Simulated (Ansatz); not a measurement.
Consider ZrB₂ (space group P6/mmm, No. 191; a = 3.155 Å, c = 3.506 Å; relaxed with 0.1 eV smearing). Axes: x lies along a and z along c of the hexagonal cell.

Method: PBEsol, PAW, 420 eV (Ansatz, an electronic-structure program; without spin-orbit coupling).

Modification: an isotropic linear strain of +2.50 %, atoms relaxed at fixed cell.

Problem. Predict the stress tensor and what it implies for the stiffness.

Solution. Stress of the strained cell less that of the base (GPa, compression positive):
```
  -16.6     0.0     0.0
    0.0   -16.6     0.0
    0.0     0.0   -15.0
```

Then B = −ΔP/(ΔV/V₀) with ΔV/V₀ = 0.0769 gives secant stiffness values (nonlinear terms included at this strain): B (at held cell shape, above the free-shape value) ≈ 209 GPa.

As a check, the harmonic strain energy −½ V₀ Δσ:ε is 38 meV/atom; the computed energy rise is 41 meV/atom.

Stability against distortions was not tested. The final runs are not spin-polarised.
